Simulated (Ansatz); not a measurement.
Sn: response to strain

Base system: Sn in the diamond structure (space group Fd-3m, No. 227; a = 6.6562 Å; relaxed with 0.1 eV smearing). Axes: x, y, z lie along the cube axes.

Strains are applied to the cell and any free atomic positions relax; under biaxial strain the out-of-plane vector relaxes too.

Computed with plane-wave PAW DFT at the PBE level (Ansatz, a first-principles code, 420 eV), no spin-orbit coupling.

```csv
"biaxial strain, plane normal [001], relaxed out of plane (%)",out-of-plane strain (%)
0,0.00
0.5,-0.48
1,-0.97
1.5,-1.45
2,-1.93
2.5,?
3,-2.91
```

**Question.** Fit ε⊥ = −νε + γε² (strains in %) to the rows shown and predict the withheld row.

**Answer.** Least squares on the printed values gives ν = 0.96 (the biaxial Poisson response) and γ = -0.002 (largest residual 0.00 %); this predicts -2.42 %, and the run gives -2.42 %, in agreement.

No phonon test of stability was made.
